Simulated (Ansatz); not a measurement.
B on the (100) surface of germanium (p(2x2) alternately buckled dimers; a constructed slab, bottom: dihydride, held), one in a cell of 66 Å², energies for each. Energies are against an atom of alpha boron, without zero-point or thermal terms; each row is named by its start (#2, #3: further inequivalent places of a kind).

Calculation: PBE (plane waves to 420 eV, PAW; Ansatz, an electronic-structure program).

Model: 41-atom slab, 11.3 Å thick at the start with caps and adatoms under the adsorbate (thin: gaps and levels are the slab's own), 3x3x1 mesh, Fermi-Dirac 0.01 eV, dipole correction, 24 atoms held, the rest relaxed; each run with such symmetry as its start has; spin-polarised, no spin-orbit, no U, no dispersion correction.

A negative adsorption energy means that the adsorbate is more stable on the surface than in its reference. Starts that drift may end in the same place. Heights count from the host atoms within 0.3 Å of the top one. Moments of ungapped slabs depend on the mesh.

| starting site | E_ads (eV) | height (Å) | nearest host atom (Å) | bonded to | Δ work function (eV) | lateral drift (Å) | moment (μB) |
|---|---|---|---|---|---|---|---|
| top Ge (the adsorbate broke or entered a bond of the host) | 2.57 | 0.52 | Ge 1.94 | 2 Ge | 0.03 | 1.4 | 0.1 |
| top Ge #2 (the adsorbate broke or entered a bond of the host) | 2.57 | 0.53 | Ge 1.94 | 2 Ge | 0.03 | 1.0 | 0.1 |
| over Ge at depth 1.6 Å | 2.37 | 0.12 | Ge 1.99 | 3 Ge | -0.13 | 0.4 | 0.1 |
| hollow Ge-Ge-Ge-Ge over Ge at depth 3.2 Å | 2.37 | 0.09 | Ge 1.99 | 3 Ge | -0.15 | 1.4 | 0.0 |
| hollow Ge-Ge-Ge over Ge at depth 3.0 Å (the adsorbate ended below the top plane of the host) | 2.76 | -1.59 | Ge 1.99 | 3 Ge | -0.25 | 0.2 | 0.3 |
| bridge Ge-Ge (span 4.1 Å) | 2.37 | 0.30 | Ge 1.98 | 3 Ge | -0.15 | 0.3 | 0.0 |
| bridge Ge-Ge (span 2.4 Å) (the adsorbate broke or entered a bond of the host) | 2.57 | 0.53 | Ge 1.94 | 2 Ge | 0.03 | 0.2 | 0.1 |
